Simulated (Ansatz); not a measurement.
The reference is GaSb in the rock salt structure (space group Fm-3m, No. 225; a hypothetical phase, not in the database extracts checked).

Space group Fm-3m (No. 225); a = b = c = 5.710 Å, α = β = γ = 90.00°

```csv
atom,site,symmetry,x,y,z
Ga,4a,m-3m,0.0000,0.0000,0.0000
Sb,4b,m-3m,0.5000,0.5000,0.5000
```
(The calculation used a cell of 2 atoms; values per cell refer to that cell.)

Computed with PBE-D3(BJ) in Ansatz (plane waves to 420 eV, PAW, no spin-orbit coupling).

Before the change:

* **Lattice parameter a**: 5.710 Å

The change: cell and atoms relaxed at a pressure of 7.5 GPa.

Q: Predict the new lattice parameter a.

A: The lattice parameter a shrinks by 0.179 Å, from 5.710 Å to 5.531 Å.

Load acts through the strain it causes; cell and atoms are relaxed under it. Whether these cells are dynamically stable was not tested. Competing high-pressure phases were not computed. The base started in Pnma and relaxed to Fm-3m at this level. The final runs are not spin-polarised.

Ansatz is a first-principles code.
